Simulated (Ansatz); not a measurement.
Migration barriers of interstitials in nitrides: PBE bands (Ansatz, a quantum-chemistry and plane-wave program, plane waves to 420 eV, PAW, climbing-image NEB) beside the CHGNet universal potential on its own band (it has no charge state). Forward barriers of single hops from the lowest site run, static nuclei, no finite-size correction. The rows are a random draw from the bands that converged and passed our checks of state and shape. Saddle orders were checked for a part of the study's bands only and are not shown. Charge states are imposed.

```
Defect                                                  Route  Hop (Å), direction in the unit cell  End over start, densest mesh run (eV)                               Cell and PBE mesh  CHGNet k-points  PBE (eV)
------------------------------------------  -----------------  -----------------------------------  -------------------------------------  ----------------------------------------------  ---------------  --------
interstitial Mg in wurtzite GaN, charge +2  Mg moves farthest        3.22 along (0.00, 1.00, 0.00)                                   0.00  72 sites, one k-point at (0.125, 0.250, 0.250)             none      1.85
interstitial Zn in wurtzite GaN, charge +2  Zn moves farthest        3.22 along (1.00, 1.00, 0.00)                                   0.00  72 sites, one k-point at (0.125, 0.250, 0.250)             none      0.72
interstitial Be in wurtzite GaN, charge +2  Be moves farthest       1.24 along (0.19, 0.38, -0.12)                                   0.45  72 sites, one k-point at (0.125, 0.250, 0.250)             none      0.59
interstitial Be in wurtzite AlN, charge +2  Be moves farthest        3.13 along (1.00, 1.00, 0.00)                                   0.00                                     72 sites, Γ             none      0.83
interstitial K in beta Si3N4, charge +1      K moves farthest        1.46 along (0.00, 0.00, 0.50)                                   0.00                                     84 sites, Γ             none      0.11
interstitial Al in wurtzite AlN, charge +3  Al moves farthest        0.66 along (0.02, 0.01, 0.13)                                   0.11                                     72 sites, Γ             none      0.19
interstitial Ga in wurtzite GaN, charge +3  Ga moves farthest        2.29 along (0.28, 0.65, 0.27)                                   0.00  72 sites, one k-point at (0.125, 0.250, 0.250)             none      1.47
interstitial N in wurtzite AlN, charge -1    N moves farthest     1.82 along (-0.06, -0.43, -0.26)                                   0.00                                     72 sites, Γ             none      1.31
```

What does CHGNet give for each row, and how does it differ from PBE over these rows?

In the order of the rows: 1.06, 0.73, 0.44, 0.94, 0.04, 0.12, 0.61, 1.57 eV. Against PBE it lies higher in 2 of 8 rows and lower in 3 (differences over 0.07 eV). The mean difference is -0.20 eV (median -0.07) and the mean size 0.29 eV; the largest, -0.86 eV, is in row 7.
